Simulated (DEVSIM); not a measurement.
abrupt GaP n-p junction

Structure: abrupt GaP n-p junction, at 300 K.

```tsv
layer (left to right)	material	thickness (μm)	Nd (cm⁻³)	Na (cm⁻³)	τn (s)	τp (s)
1	GaP	14.0	2.5e16	-	8.5e-7	8.5e-7
2	GaP	87.0	-	5.6e14	8.5e-7	8.5e-7
```

Left contact: ohmic. Right contact: ohmic. Voltage is applied to the left contact. Recombination: SRH at mid-gap. Mobility is μmin + (μ − μmin)/(1 + (N/Nref)^α).

Constants are typed, rounded textbook-type inputs, not results; the design itself was drawn at random and stands for no fabricated device. Values at 300 K.

```tsv
parameter	GaP
gap (eV)	2.26
affinity (eV)	3.8
permittivity	11.1
Nc (cm⁻³)	1.8e19
Nv (cm⁻³)	1.9e19
μn (cm²/Vs)	250
μp (cm²/Vs)	150
μn,min	10
μp,min	10
Nref,n	4.4e18
Nref,p	1e18
αn	0.8
αp	0.85
```

Simulated with DEVSIM: 1D drift-diffusion, Boltzmann statistics, complete ionisation; no tunnelling, impact ionisation, image-force lowering or self-heating.

```
Quantity                                           Result
---------------------------------------------  ----------
Potential step across the device at zero bias     1.820 V
Largest field in the device at zero bias       18000 V/cm
Dark forward voltage at 1 A/cm²                   1.961 V
```

Dark forward current:

| V (V) | J (A/cm²) |
|---|---|
| -0.50 | -2.3e-14 |
| -0.75 | -3.2e-12 |
| -0.85 | -2.4e-11 |
| -0.95 | -1.7e-10 |
| -1.05 | -1.3e-9 |
| -1.15 | -9.9e-9 |
| -1.25 | -7.9e-8 |
| -1.30 | -2.4e-7 |
| -1.40 | -2.8e-6 |
| -1.50 | -6.3e-5 |
| -1.60 | -0.0023 |
| -1.70 | -0.046 |
| -1.80 | -0.22 |
| -1.90 | -0.60 |
| -2.00 | -1.3 |
| -2.10 | -2.6 |
| -2.20 | -4.3 |
| -2.30 | -6.7 |
| -2.40 | -9.6 |
| -2.50 | -13 |
| -2.60 | -17 |
| -2.65 | -19 |
| -2.75 | -24 |
| -2.85 | -30 |
| -2.95 | -35 |
| -3.05 | -42 |
| -3.15 | -49 |
| -3.25 | -56 |

Small-signal capacitance in reverse bias (quasi-static):

| V (V) | C (nF/cm²) |
|---|---|
| 0.1 | 4.81 |
| 0.25 | 4.63 |
| 0.5 | 4.36 |
| 0.75 | 4.14 |
| 1 | 3.95 |
| 1.5 | 3.63 |
| 2 | 3.38 |
| 2.5 | 3.18 |
| 3.25 | 2.93 |
| 4 | 2.73 |
| 5 | 2.52 |
